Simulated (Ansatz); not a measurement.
Structures of equal composition on the (0001) surface of hcp Ti: a pseudomorphic layer of Ge in the host's stacking; a pseudomorphic layer of Ge in the other hollow. The slabs share one bottom face, and each structure is named by its start. These are constructed structures in small cells; real faces may alloy, dewet or reconstruct in larger ones, and not all known structures of the face are among them. Slabs of about 12 Å with all that they carry, Fermi-Dirac smearing of 0.1 eV. Bottom of the slabs: a bare face, its two planes held. Relaxed from the named starts with such symmetry as they have, on meshes of like density; energies extrapolated to zero smearing; no spin-orbit coupling, no U. Spin-polarised runs, if any, are marked in brackets, and their order is one that fits the cell; the others ran without spin.

Calculation: PBE (plane waves to 420 eV, PAW; Ansatz, an electronic-structure program).

Rank these by energy per 1x1 cell (lowest first), as PBE gives it.

a pseudomorphic layer of Ge in the other hollow (0.000 eV), a pseudomorphic layer of Ge in the host's stacking (0.035 eV)
